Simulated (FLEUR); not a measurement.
Band structure of HfC (Fm-3m, 2 atoms in the cell).

```yaml
crystal:
  lattice:
    - [0.00000, 2.30602, 2.30602]
    - [2.30602, 0.00000, 2.30602]
    - [2.30602, 2.30602, 0.00000]
  atoms:
    - { symbol: Hf, position: [0.00000, 0.00000, 0.00000] }
    - { symbol: C, position: [0.50000, 0.50000, 0.50000] }
```

Method of the run: PBE, all-electron FLAPW (FLEUR), scalar-relativistic valence.

Settings: Kmax = 4.1 1/bohr; GmaxXC = 16.4 1/bohr; xcFunctional = pbe; jspins = 1; l_soc = F; mode = hist; fermiSmearingEnergy = 0.00183747 Htr; mesh (inpgen div1-3) = 10 10 10; inpgen gamma flag = true; Gmax = 16.4 1/bohr; numbands = 0; maxIterBroyd = 15; imix = Anderson; alpha = 0.05.

The starting cell comes from a database of computed structures (which also holds hypothetical and non-ambient phases and stackings), without a prior relaxation at this level. Its lattice was rescaled by a random factor within 2.5 % of one. Spin-orbit coupling is off. Values depend on the basis (sphere radii, cutoffs, local orbitals), which need not be converged.

Levels in eV from the Fermi level, bands 12 to 19:
```
point      12     13     14     15     16    17    18    19
-----  ------  -----  -----  -----  -----  ----  ----  ----
Γ      -10.93   1.03   1.03   1.03   1.32  1.32  1.32  3.39
X      -10.62  -2.64  -1.93  -0.08  -0.08  5.38  6.88  6.88
W       -9.73  -3.09  -2.80  -2.80   3.69  3.69  6.89  7.25
K       -9.82  -3.62  -2.80  -1.72   1.56  5.88  6.27  8.45
L       -8.48  -6.32  -3.14  -3.14   5.39  5.39  5.86  6.65
U       -9.82  -3.62  -2.80  -1.72   1.56  5.88  6.27  8.45
```
